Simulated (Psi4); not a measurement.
Psi4 1.11, WB97X/def2-svp: B(Me)2(Ph) (CB(C)c1ccccc1), 20 atoms. The geometry is a generated start, not checked to be a minimum at this level.

| Property | Value |
|---|---|
| task | energy |
| method | wb97x |
| basis | def2-svp |
| memory | 3 GB |
| maxiter | 100 |
| keys of the molecule block | symmetry c1 |
| scf_type | df (default) |
| guess | auto, which took SAD (default) |
| e_convergence | 1e-06 (default) |
| d_convergence | 1e-06 (default) |
| dft_radial_points | 75 (default) |
| dft_spherical_points | 302 (default) |
| basis functions | 181 |
| grid points | 421117 |

```xyz
20

B      0.4805     0.2825     1.2768
C      0.3218    -0.7751     2.4367
H      0.1551    -1.7934     2.0914
H     -0.5544    -0.5082     3.0327
H      1.1648    -0.7812     3.1249
C      1.1529     1.6812     1.5589
H      1.9495     1.8866     0.8446
H      1.5692     1.7802     2.5588
H      0.4290     2.4861     1.4276
C     -0.0575    -0.0365    -0.1574
C     -0.7718     0.8995    -0.9122
C     -1.2477     0.6037    -2.1762
C     -0.9978    -0.6367    -2.7373
C     -0.2787    -1.5788    -2.0207
C      0.1706    -1.2836    -0.7470
H     -0.9743     1.8738    -0.4881
H     -1.8093     1.3445    -2.7283
H     -1.3595    -0.8692    -3.7296
H     -0.0752    -2.5473    -2.4559
H      0.7328    -2.0281    -0.1999
```

With the defaults (diis = true, scf_initial_accelerator = adiis, damping_percentage = 0, diis_max_vecs = 10, soscf = false, soscf_start_convergence = 0.01, diis_start = 1) it converges in 8 SCF iterations. One run each on 2 threads, with these changes:
- scf_initial_accelerator = none
- soscf = true, soscf_start_convergence = 0.1
- soscf = true
- diis_start = 4
- diis = false, scf_initial_accelerator = none, damping_percentage = 60
- diis_max_vecs = 6
- scf_initial_accelerator = ediis
- diis_max_vecs = 20
- diis_max_vecs = 3

### Question
Which of these changes keep the SCF from converging, or lead it to another solution?

### Answer
No convergence: diis = false, scf_initial_accelerator = none, damping_percentage = 60 (the run ends without SCF convergence in 100 iterations). The rest reach the solution of the defaults.

| setting | SCF iterations | JK calls | end |
|---|---|---|---|
| soscf = true, soscf_start_convergence = 0.1 | 5 | 16 | same solution |
| soscf = true | 5 | 16 | same solution |
| the defaults | 8 | 9 | same solution |
| scf_initial_accelerator = ediis | 8 | 9 | same solution |
| diis_max_vecs = 6 | 8 | 9 | same solution |
| scf_initial_accelerator = none | 8 | 9 | same solution |
| diis_max_vecs = 20 | 8 | 9 | same solution |
| diis_start = 4 | 9 | 10 | same solution |
| diis_max_vecs = 3 | 10 | 11 | same solution |
| diis = false, scf_initial_accelerator = none, damping_percentage = 60 | 100 | 101 | no convergence |

An SOSCF iteration holds several JK calls; a Hückel guess adds calls on atoms.
